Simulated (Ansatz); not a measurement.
Input and output of a self-consistent single point for LiF (Pm-3m, 2 atoms in the cell) (Ansatz, an electronic-structure program).

Method: r2SCAN (plane waves, PAW; Ansatz).

```yaml
crystal:
  lattice:
    - [2.56286, 0.00000, 0.00000]
    - [0.00000, 2.56286, 0.00000]
    - [0.00000, 0.00000, 2.56286]
  atoms:
    - { symbol: Li, position: [0.00000, 0.00000, 0.00000] }
    - { symbol: F, position: [0.50000, 0.50000, 0.50000] }
```

Reference input (self-consistent single point, DFT, r2SCAN, plane waves, default PAW files made with PBE): kpoints.mp_grid.grid = 9 9 9; hamiltonian.xc = r2scan; hamiltonian.pseudopotentials = {kind: paw} (the program's default PAW files); scf.occupations.method = fixed. This run's input differs from it in these lines:

```diff
@@ -15,2 +15,3 @@
   occupations: { method: fixed }
+  mixing: { preconditioner: ldos }
 output:
```

Output (repeated stretches shortened):

```
Error: inconsistent input (scf.mixing.preconditioner, scf.occupations.method): ldos needs the smeared local DOS at the Fermi level to build its model. With no smearing kernel (method: fixed, a smearing width below the step floor, tetrahedron integration, or explicit occupations) the LDOS field is never tabulated. Use a smearing scheme with a finite width, or preconditioner: auto
```

The program stopped before any SCF iteration. 

The starting cell comes from a database of computed structures (which also holds hypothetical and non-ambient phases and stackings), without a prior relaxation at this level. Its lattice was rescaled by a random factor within 2.5 % of one.

Keys are those of Ansatz 0.2.
